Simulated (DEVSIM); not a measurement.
**In0.49Ga0.51P/GaAs n-p heterojunction**

System: In0.49Ga0.51P/GaAs n-p heterojunction, at 300 K.

```csv
layer (left to right),material,thickness (μm),Nd (cm⁻³),Na (cm⁻³),τn (s),τp (s)
1,In0.49Ga0.51P,1.20,8.1e16,-,5.3e-10,5.3e-10
2,GaAs,0.820,-,1.9e16,5.3e-10,5.3e-10
```

Left contact: ohmic. Right contact: ohmic. Voltage is applied to the left contact. Recombination: SRH at mid-gap, Auger. Mobility is μmin + (μ − μmin)/(1 + (N/Nref)^α).

Constants are typed, rounded textbook-type inputs, not results; the design itself was drawn at random and stands for no fabricated device. Values at 300 K.

```tsv
parameter	In0.49Ga0.51P	GaAs
gap (eV)	1.89	1.424
affinity (eV)	4	4.07
permittivity	11.8	12.9
Nc (cm⁻³)	9e17	4.7e17
Nv (cm⁻³)	1.3e19	9e18
μn (cm²/Vs)	1500	8500
μp (cm²/Vs)	80	400
μn,min	400	500
μp,min	15	20
Nref,n	2e16	6e16
Nref,p	1.5e17	1.5e17
αn	0.7	0.39
αp	0.8	0.38
Cn (cm⁶/s)	3e-30	1e-30
Cp (cm⁶/s)	3e-30	1e-30
```

DEVSIM, 1D drift-diffusion, Boltzmann statistics, complete ionisation; no tunnelling, impact ionisation, image-force lowering or self-heating. Band offsets follow the typed affinities; no thermionic-emission limit at abrupt steps, no polarisation charge.

- Potential step across the device at zero bias = 1.272 V
- Largest field in the device at zero bias = 79000 V/cm
- Dark forward voltage at 1 A/cm² = 0.952 V
- Dark forward voltage at 100 A/cm² = 1.078 V

Dark reverse current:

```tsv
V (V)	J (A/cm²)
0.10	8.0e-10
0.25	1.6e-9
0.50	2.8e-9
0.75	3.9e-9
1.00	4.8e-9
1.50	6.6e-9
2.00	8.0e-9
2.50	9.1e-9
3.25	1.1e-8
4.00	1.2e-8
5.00	1.4e-8
```

Dark forward current:

| V (V) | J (A/cm²) |
|---|---|
| -0.05 | -9.4e-10 |
| -0.10 | -3.3e-9 |
| -0.15 | -9.5e-9 |
| -0.25 | -7.2e-8 |
| -0.30 | -1.9e-7 |
| -0.35 | -5.3e-7 |
| -0.40 | -1.4e-6 |
| -0.45 | -3.9e-6 |
| -0.55 | -3.0e-5 |
| -0.60 | -8.2e-5 |
| -0.65 | -0.00023 |
| -0.70 | -0.00068 |
| -0.80 | -0.0075 |
| -0.85 | -0.032 |
| -0.90 | -0.16 |
| -0.95 | -0.92 |
| -1.00 | -5.8 |
| -1.10 | -210 |
| -1.15 | -900 |
| -1.20 | -2400 |
